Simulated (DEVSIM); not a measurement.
System: Si p-i-n diode, at 300 K.

Layer 1 from the left is Si, thickness (μm) 0.980, Na (cm⁻³) 2.2e18, τn (s) 0.00024, τp (s) 0.00024. Layer 2 from the left is Si, thickness (μm) 0.320, Nd (cm⁻³) 1.8e12, τn (s) 0.00024, τp (s) 0.00024. Layer 3 from the left is Si, thickness (μm) 0.230, Nd (cm⁻³) 8.7e18, τn (s) 0.00024, τp (s) 0.00024.

Left contact: ohmic. Right contact: ohmic. Voltage is applied to the left contact. Recombination: SRH at mid-gap, radiative, Auger. Mobility is μmin + (μ − μmin)/(1 + (N/Nref)^α).

Constants are typed, rounded textbook-type inputs, not results; the design itself was drawn at random and stands for no fabricated device. Values at 300 K.

Si: gap (eV) 1.124, affinity (eV) 4.05, permittivity 11.7, Nc (cm⁻³) 2.86e19, Nv (cm⁻³) 3.1e19, μn (cm²/Vs) 1417, μp (cm²/Vs) 470, μn,min 52, μp,min 45, Nref,n 9.7e16, Nref,p 2.2e17, αn 0.68, αp 0.72, B (cm³/s) 4.7e-15, Cn (cm⁶/s) 2.8e-31, Cp (cm⁶/s) 9.9e-32.

Model (solved in DEVSIM): 1D drift-diffusion, Boltzmann statistics, complete ionisation; no tunnelling, impact ionisation, image-force lowering or self-heating.

### Question
What does the simulation give for the potential step across the device at zero bias, the dark forward voltage at 1 A/cm², the dark forward voltage at 100 A/cm²?

### Answer
potential step across the device at zero bias 1.025 V; dark forward voltage at 1 A/cm² 0.727 V; dark forward voltage at 100 A/cm² 0.846 V.
